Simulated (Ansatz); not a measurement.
Defect: interstitial Li in rock-salt PbTe, charge state +1. Method: PBE, PAW (plane waves to 420 eV; Ansatz, a first-principles code).

Settings: 64 host sites, the relaxed PBE lattice, one k-point at (0.250, 0.250, 0.250), smearing 0.01 eV, spin-restricted, no image-charge correction. Static, classical nuclei. Spin-orbit coupling is left out. The charge state is imposed; whether it is stable for some Fermi level was not computed. Sites that were not tried may lie lower.

Barriers: single points on a 2×2×2 k-point mesh shifted by half a step at the bands' geometries.

Relaxed starting cell (atoms counted from 1):

```
CELL_PARAMETERS angstrom
     13.14244     0.00000     0.00000
      0.00000    13.14244     0.00000
      0.00000     0.00000    13.14244
ATOMIC_POSITIONS crystal
  Pb 0.98660 0.98703 0.98714
  Pb 0.99977 0.00025 0.49613
  Pb 0.99963 0.49608 0.00041
  Pb 0.99930 0.50177 0.50187
  Pb 0.49564 0.00030 0.00057
  Pb 0.50136 0.00007 0.50218
  Pb 0.50115 0.50182 0.00009
  Pb 0.49991 0.50060 0.50063
  Te 0.24734 0.00205 0.00241
  Te 0.25014 0.99940 0.50370
  Te 0.25008 0.50338 0.99951
  Te 0.24955 0.49914 0.49932
  Te 0.74608 0.99959 0.99992
  Te 0.75043 0.00042 0.49954
  Te 0.75043 0.49930 0.00067
  Te 0.74978 0.50022 0.50047
  Pb 0.98792 0.26266 0.26269
  Pb 0.00019 0.24957 0.75380
  Pb 0.00035 0.75366 0.24980
  Pb 0.99861 0.74786 0.74813
  Pb 0.49682 0.24930 0.24928
  Pb 0.50164 0.25048 0.74814
  Pb 0.50165 0.74806 0.25083
  Pb 0.49921 0.74964 0.75006
  Te 0.24776 0.24841 0.24845
  Te 0.25062 0.25118 0.74745
  Te 0.25051 0.74745 0.25121
  Te 0.24920 0.75135 0.75142
  Te 0.74677 0.25104 0.25129
  Te 0.75080 0.24981 0.75146
  Te 0.75073 0.75122 0.25000
  Te 0.74951 0.75011 0.75028
  Pb 0.26213 0.98900 0.26280
  Pb 0.24880 0.00128 0.75379
  Pb 0.24882 0.49769 0.24947
  Pb 0.24978 0.50258 0.74818
  Pb 0.75307 0.00105 0.24957
  Pb 0.74719 0.99907 0.74793
  Pb 0.74747 0.50230 0.25039
  Pb 0.74910 0.49977 0.74971
  Te 0.00164 0.00218 0.24814
  Te 0.99919 0.99976 0.74680
  Te 0.99902 0.50347 0.25070
  Te 0.99996 0.49940 0.75102
  Te 0.50294 0.99962 0.25085
  Te 0.49879 0.00056 0.75112
  Te 0.49876 0.49933 0.25022
  Te 0.49978 0.50036 0.75041
  Pb 0.26164 0.26238 0.98863
  Pb 0.24848 0.24910 0.49761
  Pb 0.24868 0.75333 0.00151
  Pb 0.24967 0.74781 0.50270
  Pb 0.75271 0.24936 0.00091
  Pb 0.74721 0.25023 0.50229
  Pb 0.74700 0.74763 0.99940
  Pb 0.74896 0.74949 0.49994
  Te 0.00160 0.24785 0.00240
  Te 0.99904 0.25051 0.50367
  Te 0.99910 0.74661 0.99994
  Te 0.99994 0.75087 0.49959
  Te 0.50281 0.25056 0.99980
  Te 0.49874 0.25001 0.49955
  Te 0.49878 0.75093 0.00072
  Te 0.49974 0.75023 0.50050
  Li 0.12400 0.12462 0.12490
```
Cell charge +1.

End state 1 differs by these moves (Å; atoms that move under 0.08 Å are left out):

```json
[
 {"atom": "1", "element": "Pb", "Δx": "0.00", "Δy": "0.00", "Δz": "0.35"},
 {"atom": "2", "element": "Pb", "Δx": "0.00", "Δy": "0.00", "Δz": "0.11"},
 {"atom": "10", "element": "Te", "Δx": "0.00", "Δy": "0.00", "Δz": "-0.09"},
 {"atom": "17", "element": "Pb", "Δx": "0.17", "Δy": "-0.18", "Δz": "-0.21"},
 {"atom": "18", "element": "Pb", "Δx": "-0.15", "Δy": "0.17", "Δz": "-0.21"},
 {"atom": "19", "element": "Pb", "Δx": "-0.02", "Δy": "-0.08", "Δz": "0.04"},
 {"atom": "20", "element": "Pb", "Δx": "0.03", "Δy": "0.08", "Δz": "0.04"},
 {"atom": "21", "element": "Pb", "Δx": "0.07", "Δy": "0.01", "Δz": "0.04"},
 {"atom": "25", "element": "Te", "Δx": "0.04", "Δy": "0.04", "Δz": "0.06"},
 {"atom": "26", "element": "Te", "Δx": "-0.04", "Δy": "-0.04", "Δz": "0.06"},
 {"atom": "33", "element": "Pb", "Δx": "-0.17", "Δy": "0.15", "Δz": "-0.21"},
 {"atom": "34", "element": "Pb", "Δx": "0.18", "Δy": "-0.17", "Δz": "-0.21"},
 {"atom": "36", "element": "Pb", "Δx": "-0.01", "Δy": "-0.07", "Δz": "0.04"},
 {"atom": "37", "element": "Pb", "Δx": "-0.08", "Δy": "-0.03", "Δz": "0.04"},
 {"atom": "38", "element": "Pb", "Δx": "0.08", "Δy": "0.02", "Δz": "0.04"},
 {"atom": "41", "element": "Te", "Δx": "-0.03", "Δy": "-0.03", "Δz": "0.07"},
 {"atom": "42", "element": "Te", "Δx": "0.03", "Δy": "0.03", "Δz": "0.07"},
 {"atom": "49", "element": "Pb", "Δx": "0.00", "Δy": "0.00", "Δz": "0.31"},
 {"atom": "58", "element": "Te", "Δx": "0.00", "Δy": "0.00", "Δz": "-0.09"},
 {"atom": "65", "element": "Li", "Δx": "0.00", "Δy": "0.00", "Δz": "-3.28"}
]
```

Predict the forward and backward barriers to end state 1 from PBE, PAW.

forward 0.71 eV, backward 0.71 eV; at the saddle point atom 65 has neighbours 2 Pb at 2.79; 2 Te at 2.53 Å. The saddle point's order was not checked, and it lies on a symmetry element of the cell, where a band can be held.
